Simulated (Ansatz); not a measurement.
Consider the following.

```
CuI
1.0
    0.00000     2.73853     2.73853
    2.73853     0.00000     2.73853
    2.73853     2.73853     0.00000
I Cu
1 1
Direct
  0.75000   0.75000   0.75000
  0.00000   0.00000   0.00000
```

No spin polarisation.

A single point on CuI with a change (pressure 22.5 GPa), its geometry relaxed with PBEsol.

Level of theory: Kohn–Sham DFT with the r2SCAN functional, run in Ansatz (a first-principles code) with PAW and 500 eV plane waves, without spin-orbit coupling. Settings: 10×10×10 k-points, 0.05 eV Fermi–Dirac smearing.

Problem. Estimate the smallest direct gap.

Solution. 2.71 eV.

Problem. What gap character does the calculation give?

Solution. Indirect, Γ → X.

Problem. Predict the band gap.

Solution. 2.24 eV.

Single points use the geometry relaxed with PBEsol. Spin-orbit coupling, missing from the scalar runs, can matter with I. Load acts through the strain it causes; cell and atoms are relaxed under it. No phonon test of stability was made. Tetrahedral semiconductors of this kind turn to denser phases somewhere between about 1 and 50 GPa; those were not computed, so compressed cells here can lie past the real transition. The final runs are not spin-polarised. The cell was made from CuI in the zinc blende structure (space group F-43m, No. 216) by this change: pressure 22.5 GPa.
